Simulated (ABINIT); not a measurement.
ABINIT run on BaSr3 (Fm-3m, 4 atoms in the cell): self-consistent single point.

Method: PBEsol, norm-conserving pseudopotentials (PseudoDojo nc-sr-04 PBEsol standard) (plane waves; ABINIT).

The change in words: lattice scaled by 0.98. Reference geometry:
```
BaSr3
1.0
    0.00000     4.83359     4.83359
    4.83359     0.00000     4.83359
    4.83359     4.83359     0.00000
Ba Sr
1 3
Cartesian
  0.00000   0.00000   0.00000
  2.41680   2.41680   2.41680
  7.25039   7.25039   7.25039
  4.83359   4.83359   4.83359
```

Reference input (self-consistent single point, DFT, PBEsol, plane waves, norm-conserving pseudopotentials (PseudoDojo nc-sr-04 PBEsol standard)): pseudos = [Ba.upf, Sr.upf]; ecut = 34 Ha; occopt = 3; tsmear = 0.1 eV; ngkpt = 8 8 8; nshiftk = 1; shiftk = 0 0 0; potentials = PseudoDojo nc-sr-04 PBEsol standard; nband = 27; kptopt = 1; nstep = 100; toldfe = 1e-09 Ha. This run's input differs from it in these lines:

```diff
@@ -5,5 +5,5 @@
 rprim
-        -0.0000000000    9.1341650782    9.1341650782
-         9.1341650782   -0.0000000000    9.1341650782
-         9.1341650782    9.1341650782    0.0000000000
+        -0.0000000000    8.9514814743    8.9514814743
+         8.9514814743   -0.0000000000    8.9514814743
+         8.9514814743    8.9514814743   -0.0000000000
 natom 4
```

Log, with long lists cut:

```
--- !BeginCycle
solver: {iscf: 7, nstep: 100, nline: 4, wfoptalg: 0, }
tolerances: {toldfe: 1.00E-09, }
...

     iter   Etot(hartree)      deltaE(h)  residm     vres2
 ETOT  1  -130.55958753877    -1.306E+02 3.911E-02 5.919E+01
 ETOT  2  -130.60446162801    -4.487E-02 5.343E-03 1.644E+00
 ETOT  3  -130.60456550890    -1.039E-04 1.552E-03 6.465E-02
 ETOT  4  -130.60457349391    -7.985E-06 1.041E-03 1.376E-02
 ETOT  5  -130.60457506299    -1.569E-06 1.971E-04 1.292E-03
   [... 2 lines left out ...]
 ETOT  8  -130.60457532743    -1.042E-08 3.791E-04 2.148E-05
 ETOT  9  -130.60457532863    -1.200E-09 1.646E-04 9.031E-06
 ETOT 10  -130.60457532911    -4.858E-10 1.815E-04 4.045E-06
 ETOT 11  -130.60457532932    -2.049E-10 1.120E-04 8.835E-07
 At SCF step   11, etot is converged :
  for the second time, diff in etot=  2.049E-10 < toldfe=  1.000E-09

 Cartesian components of stress tensor (hartree/bohr^3)
  sigma(1 1)=  2.13222569E-07  sigma(3 2)=  0.00000000E+00
  sigma(2 2)=  2.13222569E-07  sigma(3 1)=  0.00000000E+00
  sigma(3 3)=  2.13222569E-07  sigma(2 1)=  0.00000000E+00

 ----iterations are completed or convergence reached----

 reduced coordinates (array xred) for    4 atoms
       0.000000000000      0.000000000000      0.000000000000
       0.250000000000      0.250000000000      0.250000000000
       0.750000000000      0.750000000000      0.750000000000
       0.500000000000      0.500000000000      0.500000000000
 cartesian forces (eV/Angstrom) at end:
    1      0.00000000000000    -0.00000000000000    -0.00000000000000
   [... lines left out ...]
 Fermi (or HOMO) energy (hartree) =   0.16859   Average Vxc (hartree)=  -0.28773
   [... lines left out ...]
total_energy        : -1.30604575329316E+02
total_energy_eV     : -3.55393123315832E+03
band_energy         : -1.89007691029066E+01
...

-Cartesian components of stress tensor (GPa)         [Pressure= -6.2732E-03 GPa]
- sigma(1 1)=  6.27322350E-03  sigma(3 2)=  0.00000000E+00
- sigma(2 2)=  6.27322350E-03  sigma(3 1)=  0.00000000E+00
- sigma(3 3)=  6.27322350E-03  sigma(2 1)=  0.00000000E+00

 Calculation completed.
```

The run converged in 11 iterations. Against the reference run the free energy drops by 6.8 meV/atom and the pressure goes from -0.64 to -0.01 GPa.

The starting cell comes from a database of computed structures (which also holds hypothetical and non-ambient phases and stackings), without a prior relaxation at this level. Its lattice was rescaled by a random factor within 2.5 % of one. For this run, on top of that: lattice scaled by 0.98.

Cost on one core of a shared machine: roughly 6 min.
